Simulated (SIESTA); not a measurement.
Worked example: self-consistent single point of TiFeH2 (Pmc2_1, 8 atoms in the cell) in SIESTA.

Level of theory: GGA PBEsol, numerical atomic orbitals DZP, PseudoDojo PBEsol standard norm-conserving potentials (rewritten from UPF to PSML) in SIESTA 5.4.2.

```xyz
8
Lattice="2.8081 0.0000 0.0000 0.0000 4.7379 0.0000 0.0000 0.0000 4.5545" Properties=species:S:1:pos:R:3 pbc="T T T"
Ti     1.4041     1.4205     1.3205
Ti     1.4041     3.3174     3.5978
Fe     0.0000     0.8861     3.5966
Fe     0.0000     3.8518     1.3194
H      1.4041     4.4179     2.0473
H      1.4041     0.3200     4.3246
H      0.0000     2.2674     2.5180
H      0.0000     2.4705     0.2407
```

Reference input (self-consistent single point, DFT, LDA PW92, numerical atomic orbitals DZP, PseudoDojo LDA standard norm-conserving potentials (rewritten from UPF to PSML)): XC.functional = LDA; XC.authors = PW92; potentials = PseudoDojo LDA standard; PAO.BasisSize = DZP; PAO.EnergyShift = 0.005 Ry; MeshCutoff = 300 Ry; kgrid.MonkhorstPack = 8 5 5; OccupationFunction = MP; OccupationMPOrder = 0; ElectronicTemperature = 0.1 eV; MaxSCFIterations = 150; SCF.Mixer.Method = Pulay. This run's input differs from it in these lines:

```diff
@@ -1,2 +1,2 @@
-# files in the folder: Ti.psml Fe.psml H.psml (PseudoDojo LDA standard)
+# files in the folder: Ti.psml Fe.psml H.psml (PseudoDojo PBEsol standard)
 SystemName  TiFeH2
@@ -29,4 +29,4 @@
 
-XC.functional                LDA
-XC.authors                   PW92
+XC.functional                GGA
+XC.authors                   PBEsol
 PAO.BasisSize                DZP
```

Output (repeated stretches shortened):

```
        iscf     Eharris(eV)        E_KS(eV)     FreeEng(eV)     dDmax    Ef(eV) dHmax(eV)
   scf:    1    -9984.178019   -10079.342231   -10079.372718  1.342774 -5.091580 22.986805
   scf:    2   -10066.720497   -10096.065321   -10096.078865  0.682718 -5.816356 10.976623
   scf:    3   -10104.747108   -10102.867358   -10102.885058  0.174588 -5.898136  5.358809
   scf:    4   -10097.726299   -10102.793444   -10102.825214  0.330823 -6.797433  5.325063
   scf:    5   -10101.348952   -10104.655973   -10104.677461  0.160415 -6.678271  2.613488
   [... 7 lines left out ...]
   scf:   13   -10105.267391   -10105.267396   -10105.290948  0.000100 -6.702646  0.001356
   scf:   14   -10105.267395   -10105.267395   -10105.290948  0.000054 -6.702697  0.000550
   scf:   15   -10105.267389   -10105.267392   -10105.290948  0.000049 -6.702693  0.000116
   scf:   16   -10105.267392   -10105.267392   -10105.290948  0.000003 -6.702694  0.000098
SCF Convergence by DM+H criterion
max |DM_out - DM_in|         :     0.0000031553
max |H_out - H_in|      (eV) :     0.0000981421
SCF cycle converged after 16 iterations

Using DM_out to compute the final energy and forces

siesta: E_KS(eV) =           -10105.2674

siesta: E_KS - E_eggbox =    -10105.2674

siesta: Atomic forces (eV/Ang):
     1    0.000000   -0.015090    0.037503
     2    0.000000    0.015091    0.037503
     3   -0.000000    0.058578    0.023585
     4   -0.000000   -0.058579    0.023586
     5    0.000000   -0.090871   -0.058936
     6   -0.000000    0.090868   -0.058932
     7   -0.000000    0.063730   -0.007802
     8   -0.000000   -0.063726   -0.007799
   Tot   -0.000000   -0.000000   -0.011292
   Max    0.090871
   Res    0.042303    sqrt( Sum f_i^2 / 3N )
   Max    0.090871    constrained

   [... lines left out ...]
siesta: FreeEng =    -10105.290948
   [... lines left out ...]
siesta:     0.057194    0.000000   -0.000000
siesta:     0.000000    0.057882    0.000000
siesta:    -0.000000    0.000000    0.055812

siesta: Cell volume =         60.596103 Ang**3

siesta: Pressure (static):
siesta:                Solid            Molecule  Units
siesta:          -0.00062040         -0.00058444  Ry/Bohr**3
siesta:          -0.05696259         -0.05366041  eV/Ang**3
siesta:         -91.26413187        -85.97345134  kBar
```

The run converged in 16 iterations. Against the reference run the pressure goes from -14.24 to -9.13 GPa and the largest force goes from 0.149 to 0.108 eV/Å.

The starting cell comes from a database of computed structures (which also holds hypothetical and non-ambient phases and stackings), without a prior relaxation at this level. Its lattice was rescaled by a random factor within 2.5 % of one. Spin polarisation is off. Values carry the incompleteness of an atom-centred basis. With a pressure of about -9 GPa the cell is away from its equilibrium volume at this level.

Cost on one core of a shared machine: roughly 40 s.
